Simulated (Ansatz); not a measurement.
Cost and result by functional for the adsorption energy of H2O on the 1x1 (0001) surface of hcp Ti, one in a 2x2 cell, started at the site 'hollow Ti-Ti-Ti', in Ansatz (plane waves, PAW). Single points on the PBE structure, on one kind of machine; costs are rough ratios of the slab run's core time (references not counted) to the cheapest single point. r2SCAN's cost holds its higher cutoff (500 against 420 eV). Differences are taken against r2SCAN for comparison alone: no measured value is at hand, so the table doesn't rank accuracy.

Model: 19-atom slab, 6.8 Å thick at the start under the adsorbate (thin: gaps and levels are the slab's own), 6x6x1 mesh, Fermi-Dirac 0.1 eV, dipole correction, 8 atoms held, the rest relaxed; no symmetry held; no spin, no spin-orbit, no U, no dispersion correction. At the end it is bonded to 2 Ti. In PBE it is, or lies within 0.03 eV of, the lowest of the starts that converged. These notes are the PBE run's. Adsorption energies are against H2O(g). A negative adsorption energy means that the adsorbate is more stable on the surface than in its reference.

```json
[
 {"functional": "RPBE", "relative cost": "1", "adsorption energy (eV)": "-0.39", "less r2SCAN (eV)": "0.51"},
 {"functional": "r2SCAN", "relative cost": "2", "adsorption energy (eV)": "-0.91", "less r2SCAN (eV)": "0.00"},
 {"functional": "PBE (the relaxed run's value)", "relative cost": "–", "adsorption energy (eV)": "-0.67", "less r2SCAN (eV)": "0.24"}
]
```

The values span 0.51 eV, while the single points' costs differ by a factor of roughly 2. Differences are of unrounded values.

Ansatz is a program for electronic structure.
